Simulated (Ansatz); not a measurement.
Worked example: self-consistent single point of La₃Hg (I4/mmm, 4 atoms in the cell) in Ansatz (a quantum-chemistry and plane-wave program).

Level of theory: PBEsol, PAW files made with PBE (plane waves; Ansatz).

```
La3Hg
1.0
   -2.47086     2.47086     5.22091
    2.47086    -2.47086     5.22091
    2.47086     2.47086    -5.22091
La Hg
3 1
Direct
  0.75000   0.25000   0.50000
  0.25000   0.75000   0.50000
  0.50000   0.50000   0.00000
  0.00000   0.00000   0.00000
```

Reference input (self-consistent single point, DFT, LDA (PW92), plane waves, PAW files made with PBE): basis.ecutwfc = 420 eV; kpoints.mp_grid.grid = 7 7 7; hamiltonian.xc = lda; hamiltonian.pseudopotentials = {kind: paw} (the program's default PAW files); scf.occupations.method = fermi_dirac; scf.occupations.width = 0.1 eV. This run's input differs from it in these lines:

Ansatz 0.2 input:
```diff
@@ -16,3 +16,3 @@
 hamiltonian:
-  xc: lda
+  xc: pbesol
   pseudopotentials:
```

Output (repeated stretches shortened):

```
SCF iter   1: F=—  HF=-32169.312697 eV  |F-HF|=—  |Δ(HF+E_count)|=         —  Δρ=2.36e-1  dr2=1.86e2  ethr=3.10e-3  ⟨swp⟩=5.4  Hψ=12702  notcnv=0
all-band conjugate gradients solve this SCF's bands
automatic band count: the SCF goes on with 37 bands, as 32 were too few: the levels above may hold too much charge
preconditioner: auto → Kerker (q_TF=auto, 2.357 Å⁻¹)
   [... lines left out ...]
SCF iter   9: F=—  HF=-32155.377497 eV  |F-HF|=—  |Δ(HF+E_count)|=   5.13e-5  Δρ=2.99e-4  dr2=3.04e-4  ethr=3.23e-7  ⟨swp⟩=2.1  Hψ=2472  notcnv=0
SCF iter  10: F=—  HF=-32155.377419 eV  |F-HF|=—  |Δ(HF+E_count)|=   7.83e-5  Δρ=7.08e-5  dr2=1.30e-5  ethr=3.23e-7  ⟨swp⟩=2.0  Hψ=1914  notcnv=0
SCF iter  11: F=—  HF=-32155.377475 eV  |F-HF|=—  |Δ(HF+E_count)|=   5.66e-5  Δρ=7.13e-6  dr2=9.32e-8  ethr=1.89e-10  ⟨swp⟩=14.6  Hψ=12051  notcnv=0
SCF iter  12: F=-32155.377475 eV  HF=-32155.377475 eV  |F-HF|=2.12e-9  |Δ(HF+E_count)|=   2.39e-8  Δρ=1.22e-6  dr2=2.98e-9  ethr=1.76e-10  ⟨swp⟩=3.0  Hψ=5695  notcnv=0
SCF 1 converged in 12 iterations: F = -32155.377475 eV  dr2 = 2.98e-9
Free energy (F): -32155.377475 eV
Internal energy: -32155.196590 eV  (E = F + TS)
E sigma→0 (E₀):  -32155.287033 eV
Entropy (-TS):   -0.180885 eV (-45.221 meV/atom)
Fermi energy:    12.255979 eV
--- Forces (eV/Å), atoms counted from 1 ---
  atom   1  La     0.00000000    -0.00000000    -0.00000000
   [... zero for the other atoms too ...]
--- Stress (GPa, compression-positive) ---
       -2.757012      -0.000000      -0.000000
       -0.000000      -2.757012       0.000000
       -0.000000       0.000000      -2.947303
  P = ⅓ Tr σ = -2.8204 GPa (-28.204 kbar)
  The stress holds the Pulay correction. Without it, at fixed plane waves, as pw.x and ABINIT print it: P = -2.8330 GPa
```

The run converged in 12 iterations. Against the reference run the pressure goes from -4.39 to -2.82 GPa.

The starting cell comes from a database of computed structures (which also holds hypothetical and non-ambient phases and stackings), without a prior relaxation at this level. Its lattice was rescaled by a random factor within 2.5 % of one. Ansatz's pressure includes its estimate of the finite-basis (Pulay) stress.
